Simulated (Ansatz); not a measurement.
The starting structures come from a database of crystals and need not be the phases stable at ambient conditions.

By PBEsol, the system below comes out a metal.

Crystal: InBi (P4/nmm, not sure to be the ambient phase, 4 atoms a cell, 31.5 Å³ an atom, -2 GPa at this level); planes in its conventional cell.

Method: PBEsol (plane waves, PAW; Ansatz, a quantum-chemistry and plane-wave program).

G/A = (e²/h) × open channels of both spins per area, as a mean over 0.1 eV about the Fermi level, without spin-orbit coupling, for the cells as given.

```csv
plane,area (Å²),G/A (10¹⁵ S/m²)
(001),24.1,0.20
(100),25.6,(withheld)
```

What belongs in the gaps?


- (100), G/A (10¹⁵ S/m²): 0.24
